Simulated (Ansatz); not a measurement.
Worked example: self-consistent single point of Al2Cu (I4mm, 3 atoms in the cell) in Ansatz (a first-principles code).

Method of the run: LDA (PW92), harder PAW files (source: ansatz) made with PBE (plane waves; Ansatz).

```
CELL_PARAMETERS angstrom
     -2.02018     2.02018     2.83684
      2.02018    -2.02018     2.83684
      2.02018     2.02018    -2.83684
ATOMIC_POSITIONS crystal
  Al 0.75000 0.25000 0.50000
  Al 0.25000 0.75000 0.50000
  Cu 0.50881 0.50881 0.00000
```

Reference input (self-consistent single point, DFT, LDA (PW92), plane waves, default PAW files made with PBE): basis.ecutwfc = 420 eV; kpoints.mp_grid.grid = 11 11 11; hamiltonian.xc = lda; hamiltonian.pseudopotentials = {kind: paw} (the program's default PAW files); scf.occupations.method = gaussian; scf.occupations.width = 0.1 eV. This run's input differs from it in these lines:

Ansatz 0.2 input:
```diff
@@ -11,3 +11,3 @@
 basis:
-  ecutwfc: 420.0
+  ecutwfc: 1800.0
 kpoints:
@@ -19,2 +19,3 @@
     kind: paw
+    source: ansatz
 scf:
```

Log, with long lists cut:

```
SCF iter   1: F=—  HF=-11374.397410 eV  |F-HF|=—  |Δ(HF+E_count)|=         —  Δρ=3.51e-1  dr2=4.79e1  ethr=3.10e-3  ⟨swp⟩=6.7  Hψ=15307  notcnv=0
all-band conjugate gradients solve this SCF's bands
preconditioner: auto → Kerker (q_TF=auto, 2.673 Å⁻¹)
SCF iter   2: F=—  HF=-11370.399805 eV  |F-HF|=—  |Δ(HF+E_count)|=    4.00e0  Δρ=1.36e-1  dr2=8.34e0  ethr=3.10e-3  ⟨swp⟩=3.1  Hψ=7786  notcnv=0  defer=30
   [... lines left out ...]
SCF iter   6: F=—  HF=-11369.233311 eV  |F-HF|=—  |Δ(HF+E_count)|=   2.13e-4  Δρ=5.86e-4  dr2=1.85e-4  ethr=3.36e-6  ⟨swp⟩=2.0  Hψ=4485  notcnv=0  defer=37
SCF iter   7: F=—  HF=-11369.233290 eV  |F-HF|=—  |Δ(HF+E_count)|=   2.12e-5  Δρ=2.09e-4  dr2=2.52e-5  ethr=4.51e-7  ⟨swp⟩=2.8  Hψ=5804  notcnv=0  defer=37
SCF iter   8: F=—  HF=-11369.233356 eV  |F-HF|=—  |Δ(HF+E_count)|=   6.62e-5  Δρ=1.03e-4  dr2=5.87e-6  ethr=6.13e-8  ⟨swp⟩=2.0  Hψ=4820  notcnv=0  defer=37
SCF iter   9: F=-11369.233355 eV  HF=-11369.233355 eV  |F-HF|=2.43e-8  |Δ(HF+E_count)|=   1.16e-6  Δρ=1.09e-5  dr2=4.01e-8  ethr=2.44e-10  ⟨swp⟩=7.9  Hψ=17778  notcnv=0
SCF 1 converged in 9 iterations: F = -11369.233355 eV  dr2 = 4.01e-8
Free energy (F): -11369.233355 eV
Internal energy: -11369.227851 eV  (E = F + TS)
E sigma→0 (E₀):  -11369.230603 eV
Entropy (-TS):   -0.005504 eV (-1.835 meV/atom)
Fermi energy:    10.985355 eV
--- Forces (eV/Å), atoms counted from 1 ---
  atom   1  Al    -0.00000000    -0.00000000     0.18382435
  atom   2  Al     0.00000000    -0.00000000     0.18382435
  atom   3  Cu     0.00000000    -0.00000000    -0.36764135
--- Stress (GPa, compression-positive) ---
       -1.798030      -0.000000       0.000000
       -0.000000      -1.798030      -0.000000
        0.000000      -0.000000      -1.366890
  P = ⅓ Tr σ = -1.6543 GPa (-16.543 kbar)
  The stress holds the Pulay correction. Without it, at fixed plane waves, as pw.x and ABINIT print it: P = -1.6590 GPa
```

The run converged in 9 iterations. Against the reference run the pressure hardly changes (-1.60 to -1.65 GPa) and the largest force moves little (0.367 to 0.368 eV/Å).

The starting cell comes from a database of computed structures (which also holds hypothetical and non-ambient phases and stackings), without a prior relaxation at this level. Its lattice was rescaled by up to half a per cent. One atom was moved a little off its site on purpose. Spin polarisation is off. Ansatz's pressure includes its estimate of the finite-basis (Pulay) stress.

Cost on one core of a shared machine: roughly 50 s.
